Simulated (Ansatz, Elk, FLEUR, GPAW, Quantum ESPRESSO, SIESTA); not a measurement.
# Code comparison for AlCoNi6 (P4/mmm, 8 atoms in the cell)

Self-consistent single point.

```xyz
8
Lattice="3.5228 0.0000 0.0000 0.0000 3.5228 0.0000 0.0000 0.0000 7.0729" Properties=species:S:1:pos:R:3 pbc="T T T"
Al     0.0000     0.0000     0.0000
Co     0.0000     0.0000     3.5364
Ni     1.7614     1.7614     0.0000
Ni     1.7614     1.7614     3.5364
Ni     1.7614     0.0000     1.8122
Ni     1.7614     0.0000     5.2607
Ni     0.0000     1.7614     1.8122
Ni     0.0000     1.7614     5.2607
```
Moments meant for the start (each program seeds them in its own way; μB, in the order of the atoms Al Co Ni Ni Ni Ni Ni Ni): 0.0 3.0 2.0 2.0 2.0 2.0 2.0 2.0.

All programs got the same cell, k-point mesh and kind of occupations, and the same starting moments (in Ansatz's words: kpoints.mp_grid.grid = 5 5 3; magnetization.spin_polarized = true; scf.occupations.method = gaussian; scf.occupations.width = 0.2 eV); potentials, basis and cutoffs are each program's usual ones.

```tsv
code	model	pressure (GPa)	largest force (eV/Å)	size of the net moment (μB/atom)	k-points	cutoff
SIESTA	LDA PW92, numerical atomic orbitals DZP, PseudoDojo LDA standard norm-conserving potentials (rewritten from UPF to PSML)	-15.61	0.298	0.53	38	grid 300 Ry
GPAW	LDA (Perdew-Wang 92), GPAW PAW datasets LDA (gpaw-data 1.0.1)	-11.41	0.086	0.54	12	800 eV
Ansatz	LDA (PW92), PAW files made with PBE	-12.84	0.100	0.53	12	default
Elk	LDA (PW92), all-electron FP-LAPW, Elk's shipped species files, APW+lo basis with extra local orbitals	–	–	0.53	12	rgkmax 8
FLEUR	LDA (Perdew-Zunger), all-electron FLAPW (FLEUR), scalar-relativistic valence	–	0.102	0.51	12	Kmax 3.6 1/bohr
Quantum ESPRESSO	LDA (PZ), PSlibrary PAW (LDA) pseudopotentials	-12.57	0.093	0.52	12	55 Ry
```

A dash marks a value that a program does not give, or that is left out as unsure.

The spread over the programs that give each value: pressure within 4.20 GPa; largest force within 0.212 eV/Å; size of the net moment within 0.03 μB/atom.

The starting cell comes from a database of computed structures (which also holds hypothetical and non-ambient phases and stackings), without a prior relaxation at this level. On Ansatz's run: The magnetic order is the one reached from the typed start; others were not searched systematically. In the base run, with a pressure of about -13 GPa the cell is away from its equilibrium volume at this level. Without a gap this mesh is coarse (it stands for a supercell whose shortest vector is 18 Å).

Task: Why do the programs differ, and what cannot be compared?

Result: Differences of this kind can come from the potentials, where these differ, and from what each basis and cutoff leave unconverged. The valence holds different numbers of electrons (SIESTA 128, GPAW 108, Ansatz (a first-principles code) 128, FLEUR 114, Quantum ESPRESSO 72). The zero of total energies and Fermi levels follows the potentials and each program's conventions, so they are not compared here. SIESTA uses small atom-centred bases, whose incompleteness enters pressures, forces and empty levels differently from a plane-wave cutoff. Elk and FLEUR treat all electrons, but the usual bases taken here (sphere radii, linearisation, local orbitals, empty states) were not tested for convergence, so the values are no reference for the others. Ansatz's pressure is given at a fixed set of plane waves, as the other plane-wave codes print theirs; with its correction for the finite basis it is -12.77 GPa. The same LDA comes in different parametrisations, which differ slightly. Site moments depend on each program's spheres or projections; the total moment of the cell does not. The programs reduce the same mesh by symmetry to different extents, which changes the work and not the result. In the pressure, SIESTA (by 3.03) and GPAW (by 1.17) lie more than 1 GPa from the median of the plane-wave programs. In the force vectors, SIESTA (by 0.205) lies more than 0.08 eV/Å from the median of the plane-wave programs.

The shared mesh is coarse (it stands for a supercell whose shortest vector is 18 Å), so the values are not converged in it.

Left out of this page: ABINIT (stopped by limits of time or memory).

Keys are those of Ansatz 0.2.
